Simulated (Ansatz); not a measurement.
Start from SnO (space group P4/nmm, No. 129; a = 3.770 Å, c = 4.560 Å; layered, stacked along the Cartesian z axis).

Calculations: Kohn–Sham DFT with the PBEsol-D3(BJ) functional, run in Ansatz (a program for electronic structure) with PAW and 420 eV plane waves, spin-orbit coupling left out.

One change was made to it. Results:

```
quantity                             base       after
-----------------------------  ----------  ----------
c/a ratio                           1.209       1.154
density                        6.90 g/cm³  7.88 g/cm³
shortest interatomic distance     2.211 Å     2.170 Å
```

Problem. What was done to the base?
A. pressure 10 GPa
B. pressure 3 GPa
C. pressure 1.5 GPa

Solution. A, pressure 10 GPa. For comparison, the c/a ratio in the other runs: pressure 1.5 GPa gives 1.195; pressure 3 GPa gives 1.184.

Load acts through the strain it causes; cell and atoms are relaxed under it. Whether these cells are dynamically stable was not tested. No other phases were tried under pressure. The final runs are not spin-polarised.
